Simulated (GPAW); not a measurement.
Input and output of a self-consistent single point for PdIn (Pm-3m, 2 atoms in the cell) (GPAW).

Computed with PBE, GPAW PAW datasets PBE (gpaw-data 1.0.1) (plane waves; GPAW 25.7.0).

The change in words: lattice scaled by 0.98. Reference geometry:
```
CELL_PARAMETERS angstrom
      3.28152     0.00000     0.00000
      0.00000     3.28152     0.00000
      0.00000     0.00000     3.28152
ATOMIC_POSITIONS crystal
  In 0.50000 0.50000 0.50000
  Pd 0.00000 0.00000 0.00000
```

Reference input (self-consistent single point, DFT PBE, plane waves, GPAW PAW datasets PBE (gpaw-data 1.0.1)): mode = pw; ecut = 550 eV; xc = PBE; kpts = 13 13 13; mesh shift (steps) = 0 0 0; occupations.name = fermi-dirac; occupations.width = 0.136 eV; nbands = -6; convergence.density = 1e-05 e/electron; symmetry.symmorphic = false; symmetry.tolerance = 0.0005; maxiter = 150. This run's input differs from it in these lines:

```diff
@@ -5,6 +5,6 @@
 atoms = Atoms(['In', 'Pd'],
-              cell=[[3.281525, 0.000000, 0.000000],
-                    [0.000000, 3.281525, 0.000000],
-                    [0.000000, 0.000000, 3.281525]],
-              positions=[[1.640762, 1.640762, 1.640762],
+              cell=[[3.215894, 0.000000, 0.000000],
+                    [0.000000, 3.215894, 0.000000],
+                    [0.000000, 0.000000, 3.215894]],
+              positions=[[1.607947, 1.607947, 1.607947],
                          [0.000000, 0.000000, 0.000000]],
```

The program printed (abridged):

```
     iter     time        total  log10-change:
                         energy   eigst   dens
iter:   1 --:--:--    -9.086739
iter:   2 --:--:--    -8.602369   -1.45  -1.27
iter:   3 --:--:--    -7.726770   -0.65  -1.31
iter:   4 --:--:--    -7.605555   -2.19  -1.77
iter:   5 --:--:--    -7.797065   -1.48  -1.70
iter:   6 --:--:--    -7.581669   -1.53  -2.02
iter:   7 --:--:--    -7.556531   -3.07  -2.25
iter:   8 --:--:--    -7.555999   -3.70  -2.77
iter:   9 --:--:--    -7.554470c  -4.03  -2.88
iter:  10 --:--:--    -7.554506c  -4.34  -3.37
iter:  11 --:--:--    -7.554370c  -5.14  -3.68
iter:  12 --:--:--    -7.554373c  -6.76  -4.17
iter:  13 --:--:--    -7.554378c  -6.96  -4.18
iter:  14 --:--:--    -7.554382c  -5.75  -4.23
iter:  15 --:--:--    -7.554384c  -6.82  -4.30
iter:  16 --:--:--    -7.554382c  -8.17c -4.77
iter:  17 --:--:--    -7.554378c  -7.65c -4.85
iter:  18 --:--:--    -7.554379c  -8.68c -5.20c
Converged after 18 iterations.

Dipole moment: (0.000000, 0.000000, 0.000000) |e|*Ang

Energy contributions relative to reference atoms: (reference = -297202.910378)

Kinetic:        +19.795993
Potential:      -20.447279
External:        +0.000000
XC:              -6.858062
Entropy (-ST):   -0.040382
Local:           -0.024840
SIC:             +0.000000
--------------------------
Free energy:     -7.574570
Extrapolated:    -7.554379

Showing only first 2 kpts
 Kpt  Band  Eigenvalues  Occupancy
  0    12      8.35872    2.00000
  0    13      8.35872    2.00000
  0    14     15.04043    0.00000
  0    15     15.04043    0.00000

  1    12      8.27886    2.00000
  1    13      8.35314    2.00000
  1    14     14.37245    0.00000
  1    15     15.24476    0.00000

Fermi level: 10.82480

No gap
No difference between direct/indirect transitions
Energy (eV): -7.554379

Forces in eV/Ang:
  0 In    0.00000    0.00000    0.00000
  1 Pd    0.00000    0.00000    0.00000

Stress tensor:
    -0.069762    -0.000000     0.000000
    -0.000000    -0.069762     0.000000
     0.000000     0.000000    -0.069762
Stress (GPa, Voigt): [-11.1771 -11.1771 -11.1771   0.       0.      -0.    ]
```

The run converged in 18 iterations. GPAW prints stress with tension positive. Against the reference run the free energy goes up by 43.1 meV/atom and the pressure goes from 2.22 to 11.18 GPa.

The starting cell has typed, rounded lattice constants, without a prior relaxation at this level. Its lattice was rescaled by a random factor within 2.5 % of one. For this run, on top of that: lattice scaled by 0.98. Spin polarisation is off. With a pressure of about 11 GPa the cell is away from its equilibrium volume at this level.

Cost on one core of a shared machine: roughly 50 s.
